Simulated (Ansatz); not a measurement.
SnS$_{2}$ (P-3m1), PBEsol+D3BJ, rigid bands (Ansatz, an electronic-structure program): N_c = 3.37e19 cm⁻³ at 300 K and an electron conductivity mass of 0.341 mₑ along y (a = (3.63, 0.00, 0.00) Å; b = (-1.81, 3.14, 0.00) Å; c = (0.00, 0.00, 5.57) Å).

### Question
For 1e16 electrons per cm³ at 300 K, place the Fermi level, estimate the Seebeck coefficient of a parabolic band with constant τ, and give mobility and conductivity for τ = 20 fs.

### Answer
The level lies k_BT ln(N_c/n) = 0.210 eV below the conduction-band minimum. S ≈ −(k_B/e)[ln(N_c/n) + 5/2] = -915 μV/K, against -914 μV/K from the full bands (mean over directions). μ = eτ/m = 103 cm²/(V·s) and σ = neμ = 0.165 S/cm. τ is assumed, not computed.

Band transport and this doping are assumed; polarons and phonon drag are left out. Spin-orbit coupling is left out. Geometry: cell and atoms relaxed with PBEsol+D3(BJ).
